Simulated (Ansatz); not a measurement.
An Ansatz (a first-principles code) run: WSi2 with a change (W → S); Kohn–Sham DFT with the r2SCAN functional, run in Ansatz with PAW and 500 eV plane waves, spin-orbit coupling left out, earlier PAW set.

Input:

Ansatz 0.2 input:
```yaml
crystal:
  lattice:
    - [-1.7548357417, 1.7548357417, 4.770582372]
    - [1.7548357417, -1.7548357417, 4.770582372]
    - [1.7548357417, 1.7548357417, -4.770582372]
  atoms:
    - { symbol: S, position: [0, 0, 0] }
    - { symbol: Si, position: [0.2231365296, 0.2231365296, 0] }
    - { symbol: Si, position: [0.7768634704, 0.7768634704, 0] }
basis: { ecutwfc: 500, ecutrho_ratio: 4, xc_grid: 4, fft_grid_basis: typed }
kpoints: { mp_grid: { grid: [19, 19, 19] } }
hamiltonian:
  xc: r2scan
  dispersion: none
  pseudopotentials: { azcp: { folder: ./paw }, kind: paw }
scf: { occupations: { method: fermi_dirac, width: 0.05 }, convergence: { dr2_threshold: 0.0000000003 } }
output: { forces: true, stress: true }
checkpoint: { write: state.ck, write_every: 1000 }
```

Output (explanatory and most iteration lines left out):

```
Pseudopotential: S, paw, valence charge 6
Pseudopotential: Si, paw, valence charge 4
Crystal: 3 atoms, lattice volume = 58.763 Å³
Basis set: ecut = 500 eV, 1509 PW (Γ), exchange–correlation on 160×160×160 points (64 copies of the dense FFT grid, shifted against one another)
Bands: 11, of which v1, the nominal top of the filled ones, is band 7 counted from 1 (6 counted from 0)
Symmetry: 16 space group operations
Space group: I4/mmm (ITA 139), of the structure as read, at distance tolerance 3.9e-5 Å
k-points: 550 of 6859
Functional: x = r2scan, c = r2scan; τ floored in thin density (d = 2e-4 eV/Å³)
SCF iter   1: F=—  HF=-2183.266935 eV  |F-HF|=—  |Δ(HF+E_count)|=         —  Δρ=3.18e-2  dr2=6.71e-1  dr2_τ=1.68e-2  ethr=3.10e-3  ⟨swp⟩=7.2  Hψ=51860  notcnv=0
SCF iter   2: F=—  HF=-2183.309809 eV  |F-HF|=—  |Δ(HF+E_count)|=   4.29e-2  Δρ=2.06e-2  dr2=2.91e-1  dr2_τ=1.40e-3  ethr=3.10e-3  ⟨swp⟩=2.0  Hψ=12415  notcnv=0  defer=5
SCF 1 converged in 9 iterations: F = -2183.296825 eV  dr2 = 3.17e-11
SCF converged after 9 iterations
Free energy (F): -2183.296825 eV
Internal energy: -2183.290306 eV  (E = F + TS)
E sigma→0 (E₀):  -2183.293566 eV
Entropy (-TS):   -0.006519 eV (-2.173 meV/atom)
Fermi energy:    6.399569 eV
--- Forces (eV/Å), atoms counted from 1 ---
  atom   1  S      0.00000000     0.00000000     0.00000000
  atom   2  Si     0.00000000     0.00000000    -0.00044897
  atom   3  Si     0.00000000     0.00000000     0.00044897
--- Stress (GPa, compression-positive) ---
        0.005067       0.000000       0.000000
        0.000000       0.005067      -0.000000
        0.000000       0.000000      -0.006414
  P = ⅓ Tr σ = 0.0012 GPa (0.012 kbar)
```

No phonon test of stability was made. The final runs are not spin-polarised. The cell was made from WSi2 by this change: W → S; the result is a hypothetical phase, not in the database extracts checked.
